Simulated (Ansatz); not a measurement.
WC: stress against strain

WC (WC type, P-6m2, 10.288 Å³/atom at rest, c along z) under an equal strain ε in the (0001) plane with the normal axis free, as in a coherent film. PBEsol in Ansatz, a plane-wave DFT program (PAW, default set), 420 eV, 23×23×20 Γ-centred mesh, Fermi-Dirac smearing 0.10 eV; ions are relaxed within the symmetry of each cell. Stress is positive for a compressed cell.

Here s stands for strain and y for stress xx.

```csv
strain (%),stress xx (GPa)
-1.50,14.53
-1.00,9.48
-0.50,4.64
0.00,0.00
0.50,-4.44
1.00,-8.69
1.50,-12.76
3.00,?
```

### Question
Fit y against s with a straight line, and predict the withheld value at s = 3.00.

### Answer
Means: s 0, y 0.394. About the means, the sum of products is -63.645 and the sum of squares of s is 7.0000; the slope is their ratio. Least squares gives y = 0.394 - 9.0921·s. Residuals (row less fit): 0.498, -0.006, -0.300, -0.394, -0.288, 0.008, 0.484; standard error 0.403 (degrees of freedom: 5). The slope gives the biaxial elastic modulus of this plane = 909 ± 15 GPa. At the withheld row, y = 0.394 - 9.0921 × 3.0 = -26.882 GPa. The calculation gives -23.90 GPa, 2.982 GPa above the prediction (7.8 % of the range of y in the table). The row lies outside the fitted rows, so this is an extrapolation. From the scatter of the fitted rows alone, a prediction at this place has a standard error of 0.627 GPa, so the miss is 4.8 times that.

One order more, fitted to all 13 runs of the series, follows each within 0.06, so the miss is the next term of a smooth law. In a metal these values are sensitive to mesh and smearing; energies are taken to zero smearing, stresses follow the free energy. Rows are the converged runs of the series near zero and its far end; series whose fitted rows scatter by over a few per cent of the range, as at a crossing or softening among them, aren't shown in this form. Most that stay on the fit to the last digits aren't either.
